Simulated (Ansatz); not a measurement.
LuSF (R-3m), Ansatz (an electronic-structure program) with PBEsol, rigid bands: N_c = 4.06e19 cm⁻³ at 300 K and an electron conductivity mass of 0.507 mₑ along x (a = (1.94, 1.12, 8.24) Å; b = (-1.94, 1.12, 8.24) Å; c = (0.00, -2.24, 8.24) Å).

Problem. For 1e17 electrons per cm³ at 300 K, place the Fermi level, estimate the Seebeck coefficient of a parabolic band with constant τ, and give mobility and conductivity for τ = 10 fs.

Solution. The level lies k_BT ln(N_c/n) = 0.155 eV below the conduction-band minimum. S ≈ −(k_B/e)[ln(N_c/n) + 5/2] = -733 μV/K, against -727 μV/K from the full bands (mean over directions). μ = eτ/m = 34.7 cm²/(V·s) and σ = neμ = 0.556 S/cm. τ is assumed, not computed.

Band transport and this doping are assumed; polarons and phonon drag are left out. Spin-orbit coupling is left out.

Formula and space group known from diffraction (Crystallography Open Database), not checked to be the room-temperature form: LuSF (R-3m).
